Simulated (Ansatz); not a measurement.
Take BeSe in the zinc blende structure (space group F-43m, No. 216; a = 5.129 Å) as the base.

Levels (all Ansatz, a program for electronic structure, PAW): PBEsol (420 eV, no spin-orbit coupling); HSE06 (420 eV, no spin-orbit coupling).

Its gap is 2.47 eV with PBEsol and 3.45 eV with HSE06.

Perturbation: every Se is replaced by S, then cell and atoms are relaxed.

With PBEsol the gap becomes 2.91 eV.

Problem. If the HSE06 correction stayed the same, what would the HSE06 gap be, and what does the HSE06 run give?

Solution. A rigid correction of +0.98 eV gives 3.89 eV. The HSE06 run gives 4.04 eV, so the correction itself changes by +0.15 eV.

Single points use the geometry relaxed with PBEsol. HSE06 gaps are upper bounds (no full band path). Stability against distortions was not tested.
